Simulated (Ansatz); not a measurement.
Base system: an 8-atom supercell of ZnCu$_{2}$SnS$_{4}$ (space group I-4, No. 82) at its relaxed geometry.

```xyz
8
Lattice="-2.7342 2.7342 5.4676 2.7342 -2.7342 5.4676 5.4685 0.0000 0.0000" Properties=species:S:1:pos:R:3 pbc="T T T"
Cu     0.0000     0.0000     0.0000
Cu     2.7342     0.0000     8.2014
Zn     2.7342     0.0000     2.7338
Sn     0.0000     0.0000     5.4676
S      1.4129     1.4563     4.0525
S      4.0556    -1.4563     4.0525
S      1.4563    -1.4129     6.8826
S      4.0121     1.4129     6.8826
```

Method: PBE (Ansatz, an electronic-structure program), scalar-relativistic without spin-orbit coupling, earlier PAW set.

For the base:

The pressure is 0.0 GPa and the mean distance from the defect site to its nearest host atoms comes out as 2.47 Å.

Perturbation: one Sn atom is replaced by Cu, atoms relaxed at fixed cell, starting from a slightly rattled geometry.

Tabulated Pauling electronegativity and covalent radius: Sn 1.96, 1.39 Å; Cu 1.90, 1.32 Å.

Problem. What does the calculation give for the pressure, mean distance from the defect site to its nearest host atoms and largest displacement of a host atom from its site in the perfect cell after the change?

Solution. The pressure goes from zero to -6.6 GPa; the mean distance from the defect site to its nearest host atoms shrinks by 0.12 Å (2.47 Å → 2.35 Å); the largest displacement of a host atom from its site in the perfect cell is 0.13 Å.

The cell is small, so the values are those of an ordered compound at a high defect concentration; dilute-limit values will differ. The mesh was chosen for an insulator and is coarse for the gapless case. The final runs are not spin-polarised. Gaps under 0.05 eV, about the width of the smearing, are given as zero. The defect cell is not spin-polarised.
